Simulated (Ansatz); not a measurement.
Density of states of Cu$_{2}$O (Pn-3m) below the valence band maximum, PBEsol with spin-orbit coupling, rigid bands (Ansatz, a program for electronic structure); cell volume 75.3 Å³.

```
energy from edge (eV)  10⁻³ states/eV/cell
---------------------  -------------------
0.006                                 7.40
0.031                                 34.4
0.056                                  102
0.081                                  232
0.106                                  425
0.131                                  646
0.156                                  899
0.181                                 1100
0.206                                 1280
0.231                                 1460
0.256                                 1640
0.281                                 1830
0.319                                 2120
0.344                                 2350
0.369                                 2580
0.394                                 2860
0.419                                 3170
0.444                                 3540
0.469                                 4020
0.494                                 4740
0.519                                 5820
0.544                                 5990
0.569                                 6220
0.594                                 6540
```

### Question
What effective density of states at 300 K does this give (∫ g(E) exp(−E/k_BT) dE, both spins, divided by the cell's size)?

### Answer
1.7e19 cm⁻³, a density-of-states mass of 0.77 mₑ, valleys and band degeneracy included.

Geometry: cell and atoms relaxed with PBEsol.
